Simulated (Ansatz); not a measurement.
Consider interstitial Ca in anatase TiO2, charge state +2. The step: one Ca atom jumps by itself; the atom moves 1.52 Å along (0.00, 0.00, 0.16) of the unit cell; the moving atom starts with neighbours 2 O at 2.16, 2 O at 2.20, O at 2.21; 2 Ti at 2.79 Å and ends with 2 O at 2.16, 2 O at 2.20, O at 2.21; 2 Ti at 2.79 Å. DFT values are from Ansatz (plane-wave PAW, 420 eV unless said) in a cell of 108 host sites, spin-restricted, static, with no finite-size correction. The charge state is imposed; whether it is stable for some Fermi level was not computed. Sites that were not tried may lie lower. For the PBE band: the saddle point's order was not checked, and it lies on a symmetry element of the cell, where a band can be held.

| Level | Forward barrier (eV) | Cost of the band or of the saddle's single point |
|---|---|---|
| CHGNet universal potential (has no charge state), its own band | 0.23 | - |
| PBE, the Γ point alone, band relaxed | 0.32 | very roughly 2.4 core-hours |
| PBE, a 2×2×2 k-point mesh shifted by half a step, same geometries | 0.27 | about 14 core-minutes (a rough figure) |
| r2SCAN at 500 eV, the Γ point alone, same geometries | ? | very roughly 4 core-minutes |

**Question.** Some entries are withheld; supply them.

**Answer.** 
- r2SCAN at 500 eV, the Γ point alone, same geometries, Forward barrier (eV): 0.34

Ansatz is a program for electronic structure.
